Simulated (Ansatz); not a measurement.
A periodic model of amorphous Si₂₄O₄₉Li₂:

```xyz
75
Lattice="10.3567 0.0000 0.0000 0.0000 10.3567 0.0000 0.0000 0.0000 10.3567" Properties=species:S:1:pos:R:3 pbc="T T T"
Si     1.8567     1.4702     0.1737
Si     1.3661    10.2831     5.1766
Si     6.4447     2.5515     6.1033
Si     5.6356     0.0905     2.6681
Si     4.1606     7.3102     0.0490
Si     9.8886     6.0987     5.0853
Si     4.3424     0.1204     5.4007
Si     5.4473     4.7577     0.2022
Si     7.7925     5.1945     2.0316
Si     5.9374     7.5560     2.7329
Si     7.7243     2.3500     3.4184
Si     2.8523     4.0682     0.9850
Si     5.3724     2.2340     8.6665
Si     0.3956     5.5732     2.3901
Si    10.0609     9.4077     7.8064
Si     0.0048     0.7770     2.6552
Si     2.2273     5.9098     6.7650
Si     7.2158     5.5615     6.6197
Si     4.3593    10.1823    10.1228
Si     1.3966     7.4000     9.2303
Si     4.8367     7.3762     5.6578
Si     2.5482     3.3951     8.4694
Si     0.2760     8.2995     3.4203
Si     8.8341     6.9842     8.7805
O      4.3534     4.5390     1.4316
O      4.8874     6.0220     9.6780
O      0.3094    10.0830     6.4001
O      2.1655     4.2985     7.1714
O      6.9594     4.9916     0.6738
O      6.5145     1.4440     2.8186
O      4.4606     0.0322     3.7841
O      9.2299     8.0050     7.4862
O      0.1175     5.0923     3.9246
O      0.7781     7.1673     2.3626
O      1.4806     2.2684     9.1024
O      9.0991     1.7807     2.7951
O      9.9216     9.5556     2.6539
O      3.9302     2.6202     8.0115
O      1.5265     8.8775     4.3239
O      5.6253     3.3280     9.8031
O      2.7915     0.4248     5.7940
O      7.6717     2.2256     5.0730
O      4.7213     8.9991     6.0446
O      9.1135     0.1144     8.5466
O      6.1446     6.7844     6.4476
O      0.9069     1.0211     4.0135
O      7.9792     5.6925     8.0698
O      6.5407     9.0884     2.7496
O      4.5812     8.6687     9.6068
O      4.9051     0.1261     1.2440
O      0.0241     6.4946     9.3343
O      1.6457     4.7334     1.8091
O      5.3367     0.6980     9.1516
O      8.0123     7.7301     9.8947
O      9.3581     5.2850     1.5969
O      7.2076     6.5388     2.7334
O      0.6227     1.0602     1.1542
O      2.7305     4.4087     9.7388
O      0.9576     8.9239     8.7994
O      2.5028     7.3193     0.1309
O      0.7647     6.1951     6.1295
O      8.4644     5.5030     5.5631
O      5.2351     1.4697     5.8016
O      2.7829     2.4481     1.1092
O      3.5197     6.3997     5.8798
O      6.7482     2.1978     7.7034
O      4.8435     7.3901     1.5340
O      2.3838     6.8330     8.0658
O      2.7871     0.2173    10.0865
O      6.3088     4.1883     6.2482
O      7.5390     3.9044     3.0142
O      9.5812     7.5699     4.4318
O      5.0782     7.2740     4.0675
Li     8.5930     1.7371     8.1583
Li     7.9246     9.4760     9.6213
```

Computed with PBE, scalar-relativistic without spin-orbit coupling (plane waves to 420 eV, PAW; Ansatz, an electronic-structure program).

A CHGNet melt-quench gave the starting glass, which DFT then relaxed. O atoms were pushed apart under 1.9 Å during the dynamics, to hinder bonds among them. The hot cell started wider than the set density and was brought back towards it in steps. It is the lowest in DFT energy of 2 quenches. It is a model cell: composition and starting density were chosen by hand, and all elements were melted together. No dispersion term was used. Its density started from a set value of 2.20 and ended at 2.20 g/cm³. The quench (nominally 400 K/ps over its main leg) was far faster than any real one, so the model tends to hold more defects than a real film. One small periodic cell is one sample of the glass; other quenches scatter about these values. The volume was free in the relaxation, at fixed shape. Stress components on the final sampling reach 1.9 GPa.

Neighbours within Si-Si 2.60 Å, Si-O 1.90 Å, Si-Li 2.65 Å, O-O 1.58 Å, O-Li 2.33 Å, Li-Li 2.86 Å count as bonded. Two cations that share two anions don't count as bonded, nor two that share one unless they lie closer than Si-Si 2.38 Å, Si-Li 2.58 Å, Li-Li 2.78 Å.

Problem. Give the coordination numbers, mean bond lengths and angles.

Solution. 
* **Mean coordination of Si by anions**: 4.00 (24 with 4)
* **Mean coordination of O**: 2.04 (47 with 2, 2 with 3)
* **Mean coordination of Li by anions**: 2.00 (2 with 2)
* **Mean Si-O bond**: 1.638 Å (spread 0.024 Å, 96 counted)
* **Mean O-Li bond**: 1.840 Å (spread 0.085 Å, 4 counted)
* **Bond angle at Si**: mean 109.5°, spread 5.1°
* **Bond angle at O**: mean 135.9°, spread 15.4°

Problem. Which atoms depart from the most common coordination of their element?

Solution. O44 has 3 (Si15 1.61 Å, Li74 1.75 Å, Li75 1.89 Å); O66 has 3 (Si3 1.67 Å, Si13 1.68 Å, Li74 1.96 Å).

Problem. List the pairs of like atoms that count as bonded by the rules above.

Solution. There are none by these rules.
